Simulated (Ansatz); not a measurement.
The reference is SnO in the litharge type structure (space group P4/nmm, No. 129; a = 3.837 Å, c = 4.759 Å; layered, stacked along the Cartesian z axis).

All numbers come from DFT with PBE-D3(BJ), PAW potentials and a 420 eV plane-wave cutoff in Ansatz (a first-principles code), scalar-relativistic without spin-orbit coupling.

One change was made to it. Results:

| quantity | base | after |
|---|---|---|
| c/a ratio | 1.240 | 1.127 |
| shortest interatomic distance | 2.241 Å | 2.136 Å |
| density | 6.39 g/cm³ | 8.72 g/cm³ |

**Question.** Which of these changes matches the shifts?
A) pressure 4.2 GPa
B) pressure 30 GPa
C) pressure 60 GPa
D) pressure 1.8 GPa
E) pressure 9 GPa

**Answer.** B, pressure 30 GPa. For comparison, the c/a ratio in the other runs: pressure 60 GPa gives 1.101; pressure 4.2 GPa gives 1.187; pressure 1.8 GPa gives 1.210; pressure 9 GPa gives 1.162.

Load acts through the strain it causes; cell and atoms are relaxed under it. No phonon test of stability was made. Competing high-pressure phases were not computed. The final runs are not spin-polarised.
